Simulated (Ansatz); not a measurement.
Results of PBEsol in Ansatz (plane waves, PAW) for CsCl-type CuZn.

Settings: plane-wave cutoff 560 eV, 16×16×16 k mesh, Fermi–Dirac smearing 0.1 eV, perturbation theory, no spin polarisation, scalar-relativistic PAW data made under PBE.

Computed at the level's own relaxed cell.

Harmonic phonon frequencies (cm⁻¹; i marks an imaginary mode):

```
q point              frequencies
-------  -----------------------
Γ              0 0 0 210 210 210
X        151 151 152 152 161 184
M          24 24 158 167 236 236
```

No imaginary mode appears at these points.

Ansatz is a first-principles code.
